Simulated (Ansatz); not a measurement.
Results of PBEsol in Ansatz (plane waves, PAW) for rock-salt LuN.

Excerpt of the program's output:

```
Crystal: 2 atoms, lattice volume = 27.539 Å³
Basis set: ecut = 520 eV, 725 PW (Γ), exchange–correlation on 54×54×54 points (8 copies of the dense FFT grid, shifted against one another)
Bands: 19, of which v1, the nominal top of the filled ones, is band 15 counted from 1 (14 counted from 0)
Symmetry: 48 space group operations
Space group: Fm-3m (ITA 225), of the structure as read, at distance tolerance 3.0e-5 Å
k-points: 256 of 8000
Functional: x = pbesol(κ = 0.804, μ = 0.12345679012345678), c = pbesol(β = 0.046)
SCF iter   1: F=—  HF=-14993.799137 eV  |F-HF|=—  |Δ(HF+E_count)|=         —  Δρ=1.41e-2  dr2=6.19e-2
SCF iter   2: F=—  HF=-14993.784924 eV  |F-HF|=—  |Δ(HF+E_count)|=   1.42e-2  Δρ=1.99e-3  dr2=9.87e-4
  ...
SCF iter   9: F=—  HF=-14993.784706 eV  |F-HF|=—  |Δ(HF+E_count)|=  6.49e-10  Δρ=9.10e-7  dr2=1.02e-10
SCF iter  10: F=-14993.784706 eV  HF=-14993.784706 eV  |F-HF|=2.18e-11  |Δ(HF+E_count)|=  4.15e-10  Δρ=1.89e-7  dr2=9.64e-12
SCF 1 converged in 10 iterations: F = -14993.784706 eV  dr2 = 9.64e-12
SCF converged after 10 iterations
Free energy (F): -14993.784706 eV
Internal energy: -14993.784301 eV  (E = F + TS)
E sigma→0 (E₀):  -14993.784504 eV
Fermi energy:    16.170020 eV
--- Stress (GPa, compression-positive) ---
       -9.505843       0.000000      -0.000000
       -0.000000      -9.505843       0.000000
       -0.000000      -0.000000      -9.505843
  P = ⅓ Tr σ = -9.5058 GPa (-95.058 kbar)
```

Task: Write an input file that could have produced this run (the log leaves some choices open).

Result: Several could match; the one computed here: 
Ansatz 0.2 input:
```yaml
crystal:
  lattice:
    - [0.0, 2.3968428484, 2.3968428484]
    - [2.3968428484, 0.0, 2.3968428484]
    - [2.3968428484, 2.3968428484, 0.0]
  atoms:
    - { symbol: Lu, position: [0.0, 0.0, 0.0] }
    - { symbol: N, position: [0.5, 0.5, 0.5] }
basis:
  ecutwfc: 520
  ecutrho_ratio: 4
  xc_grid: 2
kpoints:
  mp_grid: { grid: [20, 20, 20] }
hamiltonian:
  xc: pbesol
  dispersion: none
  pseudopotentials: { kind: paw }
scf:
  occupations: { method: fermi_dirac, width: 0.05 }
  convergence: { dr2_threshold: 0.0000000002 }
output:
  forces: true
  stress: true
  eigenvalues: true
```

The cell is one volume of an energy–volume scan, off the minimum.

The PAW data were made under PBE.

Cost on a shared machine: about 19 core-seconds (a rough figure).

Ansatz is a quantum-chemistry and plane-wave program.
